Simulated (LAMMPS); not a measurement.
LAMMPS 22 Jul 2025, classical MD, EAM (W_zhou.eam.alloy): W, 2662 atoms.

```
Item                                                                                      Result
-----------------------------------------------  -----------------------------------------------
task                                                                                     MD, nve
potential                                                                  EAM, W_zhou.eam.alloy
copies of the repeat unit                                                               11×11×11
shape (slab and sphere leave vacuum in the box)                                             bulk
steps                                                                                       2000
timestep                                                                                    2 fs
thermo                                                                                        50
newton                                                                              on (default)
atom_modify sort (bins of 2 Å where set)                                          1000 (default)
comm_style                                                                       brick (default)
box                                                                         34.8 × 34.8 × 34.8 Å
start                                            generated bcc lattice, warmed in an untimed run
```

All runs start from one configuration, warmed at this fixed volume for 1000 steps under a thermostat at 100 K. The run at a skin of 2 Å has a mean temperature of 99.9 K and a mean pressure of 0.3 GPa.

One run each, on a shared machine, so no times are given.

With neigh_modify every 1 delay 0 check yes, skins of 0.1, 0.3, 0.5, 1, 1.5, 2, 3 Å were run. Further schedules:
- skin 0.3 Å, every 20 delay 0 check no
- skin 0.3 Å, every 1 delay 10 check yes
- skin 2 Å, every 20 delay 0 check no
- skin 0.3 Å, every 100 delay 0 check no
- skin 2 Å, every 10 delay 0 check yes
- skin 1 Å, every 20 delay 0 check no
- skin 2 Å, every 100 delay 0 check no

A schedule rebuilds too seldom if it shows a dangerous build, rebuilds less often than the check at every step does at that skin, or fails.

Q: How often does the distance check rebuild the lists at each skin, and which schedules rebuild too seldom?

A: With the check at every step the rebuilds are 221 at 0.1 Å, 67 at 0.3 Å, 0 at 0.5 Å, 0 at 1 Å, 0 at 1.5 Å, 0 at 2 Å, 0 at 3 Å. Too seldom: skin 0.3 Å, every 100 delay 0 check no.

| setting | rebuilds | dangerous builds | list entries an atom | change of the total energy (meV/atom) |
|---|---|---|---|---|
| skin 0.1 Å, every 1 delay 0 check yes | 221 | — | 68.0 | under 0.001 |
| skin 0.3 Å, every 1 delay 0 check yes | 67 | — | 71.2 | under 0.001 |
| skin 0.5 Å, every 1 delay 0 check yes | 0 | — | 84.0 | under 0.001 |
| skin 1 Å, every 1 delay 0 check yes | 0 | — | 84.3 | under 0.001 |
| skin 1.5 Å, every 1 delay 0 check yes | 0 | — | 109 | under 0.001 |
| skin 2 Å, every 1 delay 0 check yes | 0 | — | 129 | under 0.001 |
| skin 3 Å, every 1 delay 0 check yes | 0 | — | 165 | under 0.001 |
| skin 0.3 Å, every 20 delay 0 check no | 100 | not counted | 71.1 | under 0.001 |
| skin 0.3 Å, every 1 delay 10 check yes | 67 | 0 | 71.2 | under 0.001 |
| skin 2 Å, every 20 delay 0 check no | 100 | not counted | 129 | under 0.001 |
| skin 0.3 Å, every 100 delay 0 check no | 20 | not counted | 71.1 | under 0.001 |
| skin 2 Å, every 10 delay 0 check yes | 0 | 0 | 129 | under 0.001 |
| skin 1 Å, every 20 delay 0 check no | 100 | not counted | 84.3 | under 0.001 |
| skin 2 Å, every 100 delay 0 check no | 20 | not counted | 129 | under 0.001 |

Where the energy changes as in the checked runs, the late rebuilds cost nothing that shows in this run. List entries are as LAMMPS prints them (Ave neighs/atom).
